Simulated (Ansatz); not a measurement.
Results of PBE (Ansatz, a quantum-chemistry and plane-wave program, plane waves, PAW) for B2CO (model structure, P-4m2, No. 115, 4 atoms in the cell).

Input:

Ansatz 0.2 input:
```yaml
crystal:
  lattice:
    - [2.6599558486, 0.0, 0.0]
    - [0.0, 2.6599558486, 0.0]
    - [0.0, 0.0, 3.6803472007]
  atoms:
    - { symbol: B, position: [0.0, 0.5, 0.2276594781] }
    - { symbol: B, position: [0.5, 0.0, 0.7723405219] }
    - { symbol: C, position: [0.0, 0.0, 0.0] }
    - { symbol: O, position: [0.5, 0.5, 0.5] }
basis:
  ecutwfc: 520
  ecutrho_ratio: 4
  xc_grid: 2
kpoints:
  mp_grid: { grid: [12, 12, 10] }
  band_path:
    path:
      - [0.0, 0.0, 0.0]
      - [0.0, 0.041667, 0.0]
      - [0.0, 0.083333, 0.0]
      - [0.0, 0.125, 0.0]
      - [0.0, 0.166667, 0.0]
      - [0.0, 0.208333, 0.0]
      - [0.0, 0.25, 0.0]
      - [0.0, 0.291667, 0.0]
      - [0.0, 0.333333, 0.0]
      - [0.0, 0.375, 0.0]
      - [0.0, 0.416667, 0.0]
      - [0.0, 0.458333, 0.0]
      - [0.0, 0.5, 0.0]
      - [0.041667, 0.5, 0.0]
      - [0.083333, 0.5, 0.0]
      - [0.125, 0.5, 0.0]
      - [0.166667, 0.5, 0.0]
      - [0.208333, 0.5, 0.0]
      - [0.25, 0.5, 0.0]
      - [0.291667, 0.5, 0.0]
      - [0.333333, 0.5, 0.0]
      - [0.375, 0.5, 0.0]
      - [0.416667, 0.5, 0.0]
      - [0.458333, 0.5, 0.0]
      - [0.5, 0.5, 0.0]
      - [0.470588, 0.470588, 0.0]
      - [0.441176, 0.441176, 0.0]
      - [0.411765, 0.411765, 0.0]
      - [0.382353, 0.382353, 0.0]
      - [0.352941, 0.352941, 0.0]
      - [0.323529, 0.323529, 0.0]
      - [0.294118, 0.294118, 0.0]
      - [0.264706, 0.264706, 0.0]
      - [0.235294, 0.235294, 0.0]
      - [0.205882, 0.205882, 0.0]
      - [0.176471, 0.176471, 0.0]
      - [0.147059, 0.147059, 0.0]
      - [0.117647, 0.117647, 0.0]
      - [0.088235, 0.088235, 0.0]
      - [0.058824, 0.058824, 0.0]
      - [0.029412, 0.029412, 0.0]
      - [0.0, 0.0, 0.0625]
      - [0.0, 0.0, 0.125]
      - [0.0, 0.0, 0.1875]
      - [0.0, 0.0, 0.25]
      - [0.0, 0.0, 0.3125]
      - [0.0, 0.0, 0.375]
      - [0.0, 0.0, 0.4375]
      - [0.0, 0.0, 0.5]
      - [0.0, 0.041667, 0.5]
      - [0.0, 0.083333, 0.5]
      - [0.0, 0.125, 0.5]
      - [0.0, 0.166667, 0.5]
      - [0.0, 0.208333, 0.5]
      - [0.0, 0.25, 0.5]
      - [0.0, 0.291667, 0.5]
      - [0.0, 0.333333, 0.5]
      - [0.0, 0.375, 0.5]
      - [0.0, 0.416667, 0.5]
      - [0.0, 0.458333, 0.5]
      - [0.0, 0.5, 0.5]
      - [0.041667, 0.5, 0.5]
      - [0.083333, 0.5, 0.5]
      - [0.125, 0.5, 0.5]
      - [0.166667, 0.5, 0.5]
      - [0.208333, 0.5, 0.5]
      - [0.25, 0.5, 0.5]
      - [0.291667, 0.5, 0.5]
      - [0.333333, 0.5, 0.5]
      - [0.375, 0.5, 0.5]
      - [0.416667, 0.5, 0.5]
      - [0.458333, 0.5, 0.5]
      - [0.5, 0.5, 0.5]
      - [0.470588, 0.470588, 0.5]
      - [0.441176, 0.441176, 0.5]
      - [0.411765, 0.411765, 0.5]
      - [0.382353, 0.382353, 0.5]
      - [0.352941, 0.352941, 0.5]
      - [0.323529, 0.323529, 0.5]
      - [0.294118, 0.294118, 0.5]
      - [0.264706, 0.264706, 0.5]
      - [0.235294, 0.235294, 0.5]
      - [0.205882, 0.205882, 0.5]
      - [0.176471, 0.176471, 0.5]
      - [0.147059, 0.147059, 0.5]
      - [0.117647, 0.117647, 0.5]
      - [0.088235, 0.088235, 0.5]
      - [0.058824, 0.058824, 0.5]
      - [0.029412, 0.029412, 0.5]
      - [0.0, 0.5, 0.0625]
      - [0.0, 0.5, 0.125]
      - [0.0, 0.5, 0.1875]
      - [0.0, 0.5, 0.25]
      - [0.0, 0.5, 0.3125]
      - [0.0, 0.5, 0.375]
      - [0.0, 0.5, 0.4375]
      - [0.5, 0.5, 0.0625]
      - [0.5, 0.5, 0.125]
      - [0.5, 0.5, 0.1875]
      - [0.5, 0.5, 0.25]
      - [0.5, 0.5, 0.3125]
      - [0.5, 0.5, 0.375]
      - [0.5, 0.5, 0.4375]
    npoints: 1
hamiltonian:
  xc: pbe
  dispersion: none
  pseudopotentials: { kind: paw }
scf:
  occupations: { method: fermi_dirac, width: 0.01 }
  convergence: { dr2_threshold: 0.0000000004 }
output:
  forces: true
  stress: true
  eigenvalues: true
  write_bands: true
```

Output (set-up and result lines):

```
Crystal: 4 atoms, lattice volume = 26.040 Å³
Basis set: ecut = 520 eV, 681 PW (Γ), exchange–correlation on 40×40×60 points (8 copies of the dense FFT grid, shifted against one another)
Bands: 12, of which v1, the nominal top of the filled ones, is band 8 counted from 1 (7 counted from 0)
Symmetry: 8 space group operations
Space group: P-4m2 (ITA 115), of the structure as read, at distance tolerance 3.0e-5 Å
k-points: 168 of 1440 (time reversal used)
Functional: x = pbe(κ = 0.804, μ = 0.2195149727645171), c = pbe(β = 0.06672455060314922)
SCF iter   1: F=—  HF=-1131.093712 eV  |F-HF|=—  |Δ(HF+E_count)|=         —  Δρ=4.07e-3  dr2=2.12e-3
SCF iter   2: F=—  HF=-1131.093967 eV  |F-HF|=—  |Δ(HF+E_count)|=   2.55e-4  Δρ=1.88e-3  dr2=3.85e-4
  ...
SCF iter   5: F=—  HF=-1131.094177 eV  |F-HF|=—  |Δ(HF+E_count)|=   4.93e-7  Δρ=1.01e-5  dr2=2.20e-8
SCF iter   6: F=-1131.094177 eV  HF=-1131.094177 eV  |F-HF|=1.45e-10  |Δ(HF+E_count)|=   4.90e-9  Δρ=1.61e-6  dr2=3.19e-10
SCF 1 converged in 6 iterations: F = -1131.094177 eV  dr2 = 3.19e-10
SCF converged after 6 iterations
Free energy (F): -1131.094177 eV
Internal energy: -1131.094177 eV  (E = F + TS)
E sigma→0 (E₀):  -1131.094177 eV
Fermi energy:    10.739887 eV
--- Forces (eV/Å), atoms counted from 1 ---
  atom   1  B      0.00000000    -0.00000000     0.00044045
  atom   2  B      0.00000000     0.00000000    -0.00044045
  atom   3  C      0.00000000     0.00000000     0.00000000
  atom   4  O     -0.00000000     0.00000000     0.00000000
--- Stress (GPa, compression-positive) ---
        0.001119       0.000000       0.000000
        0.000000       0.001119       0.000000
        0.000000       0.000000       0.000887
  P = ⅓ Tr σ = 0.0010 GPa (0.010 kbar)
```

Note: the relaxation could raise the start's symmetry but not lower it, so the cell can be a saddle point.

It cost about 6 core-seconds (a rough figure) of CPU time.

A model structure was made by putting elements into a prototype or built by hand; it is no filed structure, need not be a known phase, and can be a saddle point held by its symmetry.
